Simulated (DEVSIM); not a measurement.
System: abrupt Si n-p junction, at 300 K.

Layer 1 from the left is Si, thickness (μm) 86.0, Nd (cm⁻³) 3.8e18, τn (s) 5.4e-6, τp (s) 5.4e-6. Layer 2 from the left is Si, thickness (μm) 11.0, Na (cm⁻³) 3.4e16, τn (s) 5.4e-6, τp (s) 5.4e-6.

Left contact: ohmic. Right contact: ohmic. Voltage is applied to the left contact. Recombination: SRH at mid-gap, Auger. Mobility is constant in doping.

This is a model device: material constants are rounded textbook-type values typed into the input, and sizes, dopings and lifetimes were drawn at random. Values at 300 K.

Si: gap (eV) 1.124, affinity (eV) 4.05, permittivity 11.7, Nc (cm⁻³) 2.86e19, Nv (cm⁻³) 3.1e19, μn (cm²/Vs) 1417, μp (cm²/Vs) 470, Cn (cm⁶/s) 2.8e-31, Cp (cm⁶/s) 9.9e-32.

DEVSIM, 1D drift-diffusion, Boltzmann statistics, complete ionisation; no tunnelling, impact ionisation, image-force lowering or self-heating.

Dark forward current:

| |V| (V) | |J| (A/cm²) |
|---|---|
| 0.05 | 5.124e-10 |
| 0.10 | 2.293e-9 |
| 0.15 | 1.032e-8 |
| 0.20 | 5.434e-8 |
| 0.25 | 3.271e-7 |
| 0.30 | 2.126e-6 |
| 0.35 | 1.432e-5 |
| 0.40 | 9.790e-5 |
| 0.45 | 0.0006738 |
| 0.50 | 0.004649 |
| 0.55 | 0.03210 |
| 0.60 | 0.2216 |
| 0.65 | 1.525 |
| 0.70 | 10.25 |
| 0.75 | 61.65 |
| 0.80 | 279.5 |
| 0.85 | 897.8 |
| 0.90 | 2148 |

Work out the local ideality factor n = ΔV / (kT/q · ln(J2/J1)) between the rows 0.15 and 0.20 V, 0.50 and 0.55 V, 0.85 and 0.90 V.

kT/q = 25.85 mV. From 0.15 to 0.20 V: ln(5.434e-8/1.032e-8) = 1.661, n = 1.16. From 0.50 to 0.55 V: ln(0.03210/0.004649) = 1.932, n = 1.00, near the 1 of diffusion or emission over a barrier. From 0.85 to 0.90 V: ln(2148/897.8) = 0.872, n = 2.22.

Estimate the current at 0.45 V from the Shockley equation with J0 = Σ q ni² D/(N L) coth(W/L), τ joining the SRH, radiative and Auger lifetimes that are on, and W taken as the whole layer.

ni² = 1.16e20 cm⁻⁶; holes in the n layer: μ = 470 cm²/Vs, D = 12.1 cm²/s, τ = 2.36e-7 s, L = 17.0 μm, W/L = 5.1, term 3.50e-14 A/cm²; electrons in the p layer: μ = 1420 cm²/Vs, D = 36.6 cm²/s, τ = 5.40e-6 s, L = 141 μm, W/L = 0.078, term 1.82e-11 A/cm². J0 = 1.83e-11 A/cm², and J = J0 exp(qV/kT) = 0.000663 A/cm². The simulation gives 0.000674 A/cm²; the estimate lies 1.6 % below. The estimate leaves out recombination in the depletion region and that region's share of W.
